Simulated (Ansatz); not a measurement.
# Several settings converged on Sb (P6_3/mmc, 2 atoms in the cell)

```xyz
2
Lattice="3.3713 0.0000 0.0000 -1.6857 2.9196 0.0000 0.0000 0.0000 5.4975" Properties=species:S:1:pos:R:3 pbc="T T T"
Sb     0.0000     1.9464     1.3744
Sb     1.6857     0.9732     4.1231
```

Base method: LDA (PW92), PAW files made with PBE (plane waves; Ansatz, an electronic-structure program).

Base settings: basis.ecutwfc = 30.9 Ry; kpoints.mp_grid.grid = 11 11 6; hamiltonian.xc = lda; hamiltonian.pseudopotentials = {kind: paw} (the program's default PAW files); scf.occupations.method = gaussian; scf.occupations.width = 0.0073 Ry.

**Zone-centre phonons against the cutoff**

In this ladder: phonons.method = dfpt.

The mesh stays at the base's, so the ladder's end is converged at best in this setting alone.

Frequencies are those of the unrelaxed cell, without the LO-TO term of polar crystals.

Only quantities that move along the ladder and can be compared are tabulated.

```csv
basis.ecutwfc,highest zone-centre frequency (cm⁻¹)
15.4 Ry,82.4
18.4 Ry,59.9
21.7 Ry,55.3
26.1 Ry,60.6
30.9 Ry,60.2
37.1 Ry,60.2
46.3 Ry,60.1
```

Coarsest basis.ecutwfc that holds the highest zone-centre frequency within 2 cm⁻¹ of the last step, with all finer ones: 26.1 Ry; the step before is off by 4.9 cm⁻¹.

**The force threshold of a relaxation**

On Sb (P-3m1, 2 atoms in the cell): one atom moved by 0.15 angstrom.

In this ladder: relax = atoms.

The mesh stays at the base's, so the ladder's end is converged at best in this setting alone.

Only quantities that move along the ladder and can be compared are tabulated.

| relax.f_tol | free energy less the last step's (meV/atom) | largest force left (eV/Å) | relaxation steps |
|---|---|---|---|
| 0.2 eV/Å | 6.54 | 0.1767 | 2 |
| 0.1 eV/Å | 0.00 | 0.0013 | 3 |
| 0.05 eV/Å | 0.00 | 0.0013 | 3 |
| 0.03 eV/Å | 0.00 | 0.0013 | 3 |
| 0.02 eV/Å | 0.00 | 0.0012 | 4 |
| 0.01 eV/Å | 0.00 | 0.0012 | 4 |
| 0.005 eV/Å | 0.00 | 0.0012 | 4 |
| 0.002 eV/Å | 0.00 | 0.0011 | 4 |
| 0.001 eV/Å | 0.00 | 0.0003 | 5 |

Coarsest relax.f_tol that holds the largest force left within 0.02 eV/Å of the last step, with all finer ones: 0.1 eV/Å; the step before is off by 0.18 eV/Å.

Coarsest relax.f_tol that holds the free energy within 0.2 meV/atom of the last step, with all finer ones: 0.1 eV/Å; the step before is off by 6.5 meV/atom.

On the base run: the starting cell comes from a database of computed structures (which also holds hypothetical and non-ambient phases and stackings), without a prior relaxation at this level. Its lattice was rescaled by up to half a per cent. In the base run, with a pressure of about -3 GPa the cell is away from its equilibrium volume at this level.

Keys are those of Ansatz 0.2.
